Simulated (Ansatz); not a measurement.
The reference is BeS in the zinc blende structure (space group F-43m, No. 216).

```xyz
2
Lattice="0.0000 2.4343 2.4343 2.4343 0.0000 2.4343 2.4343 2.4343 0.0000" Properties=species:S:1:pos:R:3 pbc="T T T"
Be     0.0000     0.0000     0.0000
S      1.2172     1.2172     1.2172
```

Cartesian axes are those of the cell as printed.

All numbers come from Ansatz (a program for electronic structure) r2SCAN, no SOC.

One thing is altered: uniaxial strain ε_zz = −3.00 %, all other strain components held at zero; the atoms relax in the strained cell.

Q: Predict the stress tensor and what it implies for the stiffness.

A: Stress of the strained cell less that of the base (GPa, compression positive):
```
   2.14    0.00    0.00
   0.00    2.14    0.00
   0.00    0.00    5.11
```

Then −Δσ_ii/ε with ε = -0.0300 gives secant stiffness values (nonlinear terms included at this strain): C33 ≈ 170 GPa, C13 ≈ 71 GPa and C23 ≈ 71 GPa.

As a check, the harmonic strain energy −½ V₀ Δσ:ε is 6.9 meV/atom; the computed energy rise is 6.8 meV/atom.

No phonon test of stability was made.
